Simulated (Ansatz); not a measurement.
Start from Os in the hcp (Mg type) structure (space group P6_3/mmc, No. 194).

Os has the hexagonal space group P6₃/mmc (No. 194), the hcp (Mg type) structure, Pearson symbol hP2. Conventional cell: a = 2.7549 Å, b = 2.7549 Å, c = 4.3443 Å, α = 90.00°, β = 90.00°, γ = 120.00°. Os on 2c is coordinated by 12 Os at 2.692–2.755 Å (anticuboctahedral). (Neighbours: up to the widest gap in distance over summed covalent radii, below 1.35, at either atom.)

Method: PBE, PAW, 420 eV (Ansatz, a quantum-chemistry and plane-wave program; no spin-orbit coupling).

For the base:

```
Property       Result
--------  -----------
Density   22.13 g/cm³
Band gap         zero
```

The change: cell and atoms relaxed at a pressure of 0.9 GPa.

Predict the new density.

The density increases by 0.05 g/cm³, from 22.13 g/cm³ to 22.18 g/cm³.

Predict the new band gap.

The band gap stays zero.

Load acts through the strain it causes; cell and atoms are relaxed under it. Stability against distortions was not tested. All final runs are without spin polarisation.
